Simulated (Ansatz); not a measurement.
**Convergence study of the plane-wave cutoff for CaGa₂ (P3m1, 6 atoms in the cell)**

```
CaGa2
1.0
    4.46548     0.00000     0.00000
   -2.23274     3.86722     0.00000
    0.00000     0.00000     7.42460
Ca Ga
2 4
Direct
  0.00000   0.00000   0.25673
  0.00000   0.00000   0.75000
  0.33333   0.66667   0.04253
  0.66667   0.33333   0.95747
  0.66667   0.33333   0.54253
  0.33333   0.66667   0.45747
```

Computed with LDA (PW92), default PAW files made with PBE (plane waves; Ansatz, a program for electronic structure).

Base settings: basis.ecutwfc = 420 eV; kpoints.mp_grid.grid = 6 6 2; hamiltonian.xc = lda; hamiltonian.pseudopotentials = {kind: paw} (the program's default PAW files); scf.occupations.method = fermi_dirac; scf.occupations.width = 0.1 eV.

The second cell is the first with its lattice scaled by 0.98.

The mesh stays at the base's, so the ladder's end is converged at best in this setting alone.

The first pressure column holds Ansatz's estimate of the finite-basis (Pulay) stress, which hides part of the cutoff error; the other is without it.

Only quantities that move along the ladder and can be compared are tabulated.

The count of work is k-points × plane waves × bands × iterations; it is no time. 

The starting cell comes from a database of computed structures (which also holds hypothetical and non-ambient phases and stackings), without a prior relaxation at this level. Its lattice was rescaled by up to half a per cent. One atom was moved a little off its site on purpose. In the base run, with a pressure of about -4 GPa the cell is away from its equilibrium volume at this level. Without a gap this mesh is coarse (it stands for a supercell whose shortest vector is 15 Å).

| basis.ecutwfc | free energy less the last step's (meV/atom) | energy of the compressed cell less the first (meV/atom) | pressure (GPa) | pressure without the Pulay estimate (GPa) | largest difference of a force vector from the last step's (eV/Å) | count of work / last |
|---|---|---|---|---|---|---|
| 145 eV | 31839.00 | 6.55 | -4.07 | -683.51 | 0.372 | 0.074 |
| 170 eV | 15210.26 | 62.61 | -7.82 | -391.04 | 0.198 | 0.080 |
| 190 eV | 8213.81 | -7.39 | -3.41 | -253.12 | 0.134 | 0.091 |
| 210 eV | 4192.88 | 45.49 | -3.62 | -158.00 | 0.152 | 0.12 |
| 230 eV | 2014.53 | 19.19 | -4.60 | -93.08 | 0.086 | 0.13 |
| 250 eV | 919.69 | -35.36 | -4.39 | -52.15 | 0.009 | 0.14 |
| 295 eV | 114.63 | -22.44 | -4.17 | -12.80 | 0.023 | 0.18 |
| 335 eV | 13.17 | -23.54 | -4.37 | -5.62 | 0.000 | 0.19 |
| 380 eV | 1.54 | -23.64 | -4.39 | -4.47 | 0.000 | 0.23 |
| 420 eV | 0.94 | -23.71 | -4.40 | -4.42 | 0.000 | 0.27 |
| 460 eV | 0.70 | -23.72 | -4.40 | -4.42 | 0.000 | 0.30 |
| 505 eV | 0.57 | -23.71 | -4.40 | -4.41 | 0.000 | 0.36 |
| 565 eV | 0.50 | -23.71 | -4.40 | -4.41 | 0.000 | 0.42 |
| 630 eV | 0.34 | -23.72 | -4.40 | -4.41 | 0.000 | 0.42 |
| 735 eV | 0.10 | -23.72 | -4.41 | -4.41 | 0.000 | 0.62 |
| 840 eV | 0.03 | -23.72 | -4.41 | -4.41 | 0.000 | 0.76 |
| 1010 eV | 0.00 | -23.72 | -4.41 | -4.41 | 0.000 | 1.0 |

Coarsest basis.ecutwfc that holds the free energy within 5 meV/atom of the last step, with all finer ones: 380 eV, at 0.23 of the last step's count of work; the step before is off by 13 meV/atom.

Coarsest basis.ecutwfc that holds the pressure without the Pulay estimate within 0.5 GPa of the last step, with all finer ones: 380 eV, at 0.23 of the last step's count of work; the step before is off by 1.2 GPa.

Coarsest basis.ecutwfc that holds the forces within 0.02 eV/Å of the last step, with all finer ones: 335 eV, at 0.19 of the last step's count of work; the step before is off by 0.023 eV/Å.

The energy difference between the two cells stays within 1 meV/atom of the last step's from 335 eV on, the total only from 420 eV on: much of the error is common to both cells and cancels.

At the lowest cutoff the pressure without the Pulay estimate lies 679 GPa under the last step's, the usual sign of Pulay stress in an incomplete plane-wave basis.

Keys are those of Ansatz 0.2.
